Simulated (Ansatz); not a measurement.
Worked example: self-consistent single point of a (100) slab of CsCdCl3 (cut from a parent of space group no. 221; 10 atoms in the cell) in Ansatz (a first-principles code).

Method of the run: LDA (PW92), default PAW files made with PBE (plane waves; Ansatz).

The change in words: vacuum of 20 angstrom (first run: 14 Å); efield.axis: default → 3; efield.dipole_correction: default → true. Reference geometry:
```yaml
crystal:
  lattice:
    - [5.28019, 0.00000, 0.00000]
    - [0.00000, 5.28019, 0.00000]
    - [0.00000, 0.00000, 21.92029]
  atoms:
    - { symbol: Cs, position: [0.00000, 0.00000, 0.43978] }
    - { symbol: Cd, position: [0.50000, 0.50000, 0.31934] }
    - { symbol: Cl, position: [0.50000, 0.50000, 0.43978] }
    - { symbol: Cl, position: [0.00000, 0.50000, 0.31934] }
    - { symbol: Cl, position: [0.50000, 0.00000, 0.31934] }
    - { symbol: Cs, position: [0.00000, 0.00000, 0.68066] }
    - { symbol: Cd, position: [0.50000, 0.50000, 0.56022] }
    - { symbol: Cl, position: [0.50000, 0.50000, 0.68066] }
    - { symbol: Cl, position: [0.00000, 0.50000, 0.56022] }
    - { symbol: Cl, position: [0.50000, 0.00000, 0.56022] }
```

Reference input (self-consistent single point, DFT, LDA (PW92), plane waves, default PAW files made with PBE): basis.ecutwfc = 420 eV; kpoints.mp_grid.grid = 4 4 1; hamiltonian.xc = lda; hamiltonian.pseudopotentials = {kind: paw} (the program's default PAW files); scf.occupations.method = fermi_dirac; scf.occupations.width = 0.05 eV. This run's input differs from it in these lines:

Ansatz 0.2 input:
```diff
@@ -4,14 +4,14 @@
     - [0.000000, 5.280193, 0.000000]
-    - [0.000000, 0.000000, 21.920287]
+    - [0.000000, 0.000000, 27.920282]
   atoms:
-    - { symbol: Cs, position: [0.000000, 0.000000, 0.439780] }
-    - { symbol: Cd, position: [0.500000, 0.500000, 0.319339] }
-    - { symbol: Cl, position: [0.500000, 0.500000, 0.439780] }
-    - { symbol: Cl, position: [0.000000, 0.500000, 0.319339] }
-    - { symbol: Cl, position: [0.500000, 0.000000, 0.319339] }
-    - { symbol: Cs, position: [0.000000, 0.000000, 0.680661] }
-    - { symbol: Cd, position: [0.500000, 0.500000, 0.560220] }
-    - { symbol: Cl, position: [0.500000, 0.500000, 0.680661] }
-    - { symbol: Cl, position: [0.000000, 0.500000, 0.560220] }
-    - { symbol: Cl, position: [0.500000, 0.000000, 0.560220] }
+    - { symbol: Cs, position: [0.000000, 0.000000, 0.452721] }
+    - { symbol: Cd, position: [0.500000, 0.500000, 0.358163] }
+    - { symbol: Cl, position: [0.500000, 0.500000, 0.452721] }
+    - { symbol: Cl, position: [0.000000, 0.500000, 0.358163] }
+    - { symbol: Cl, position: [0.500000, 0.000000, 0.358163] }
+    - { symbol: Cs, position: [0.000000, 0.000000, 0.641837] }
+    - { symbol: Cd, position: [0.500000, 0.500000, 0.547279] }
+    - { symbol: Cl, position: [0.500000, 0.500000, 0.641837] }
+    - { symbol: Cl, position: [0.000000, 0.500000, 0.547279] }
+    - { symbol: Cl, position: [0.500000, 0.000000, 0.547279] }
 basis:
@@ -25,2 +25,5 @@
     kind: paw
+efield:
+  axis: 3
+  dipole_correction: true
 scf:
@@ -32,3 +35,2 @@
   eigenvalues: true
-  stress: true
```

Output (repeated stretches shortened):

```
SCF iter   1: F=—  HF=-33523.488866 eV  |F-HF|=—  |Δ(HF+E_count)|=         —  Δρ=4.31e-3  dr2=1.49e-1  ethr=1.77e-3  p=0.279 e·Å  D=6.49e-2 V/Å  ΔV_dip=-1.81 eV  dr2_dipole=7.77e-4  V_vac-E_F(+/−)=4.42/6.23 eV  ⟨swp⟩=10.5  Hψ=1773  notcnv=0  defer=3
all-band conjugate gradients solve this SCF's bands
efield: sawtooth ramp at fractional position 0.9500 (placed from the atoms, in the widest stretch of the axis that holds none …
   [... lines left out ...]
SCF iter   6: F=—  HF=-33523.440734 eV  |F-HF|=—  |Δ(HF+E_count)|=   2.60e-4  Δρ=1.12e-5  dr2=1.16e-6  ethr=6.61e-9  p=0.258 e·Å  D=5.99e-2 V/Å  ΔV_dip=-1.67 eV  dr2_dipole=9.28e-14  V_vac-E_F(+/−)=4.67/6.34 eV  ⟨swp⟩=2.0  Hψ=600  notcnv=0  defer=29
SCF iter   7: F=-33523.440734 eV  HF=-33523.440734 eV  |F-HF|=2.40e-8  |Δ(HF+E_count)|=   2.11e-7  Δρ=2.55e-6  dr2=6.15e-8  ethr=1.00e-10  p=0.258 e·Å  D=5.99e-2 V/Å  ΔV_dip=-1.67 eV  dr2_dipole=5.85e-10  V_vac-E_F(+/−)=4.67/6.34 eV  ⟨swp⟩=16.3  [...]
SCF 1 converged in 7 iterations: F = -33523.440734 eV  dr2 = 6.15e-8
Free energy (F): -33523.440734 eV
Internal energy: -33523.440734 eV  (E = F + TS)
E sigma→0 (E₀):  -33523.440734 eV
Entropy (-TS):   -0.000000 eV (-0.000 meV/atom)
Fermi energy:    -1.930592 eV
Dipole field:    D = 0.059895 V/Å  (p = 0.257662 e·Å, saw-weighted, corrected)
Work function:   Φ+ = 4.6663 eV   Φ− = 6.3386 eV
Levels:          The Fermi level and band energies are counted from a zero that moves with the ramp; work functions are not
--- Forces (eV/Å), atoms counted from 1 ---
  atom   1  Cs    -0.00000000     0.00000000    -0.07419398
  atom   2  Cd     0.00000000     0.00000000     0.66072762
  atom   3  Cl    -0.00000000     0.00000000    -0.03834779
  atom   4  Cl     0.00000000     0.00000000    -0.00852807
  atom   5  Cl    -0.00000000     0.00000000    -0.00852807
  atom   6  Cs     0.00000000     0.00000000    -0.56239556
  atom   7  Cd    -0.00000000     0.00000000     0.25555056
  atom   8  Cl     0.00000000     0.00000000    -0.30538792
  atom   9  Cl    -0.00000000     0.00000000     0.04045458
  atom  10  Cl     0.00000000     0.00000000     0.04045458
```

The run converged in 7 iterations. Against the reference run the free energy goes up by 1.5 meV/atom, the largest force goes from 0.731 to 0.661 eV/Å and the gap on the mesh goes from 1.280 to 1.369 eV.

The starting cell comes from a database of computed structures (which also holds hypothetical and non-ambient phases and stackings), without a prior relaxation at this level. The slab is cut from that crystal, and its faces are unrelaxed. Its lattice was rescaled by up to half a per cent. Spin polarisation is off, though cut faces can carry moments; a gap of a slab can lie between surface states.
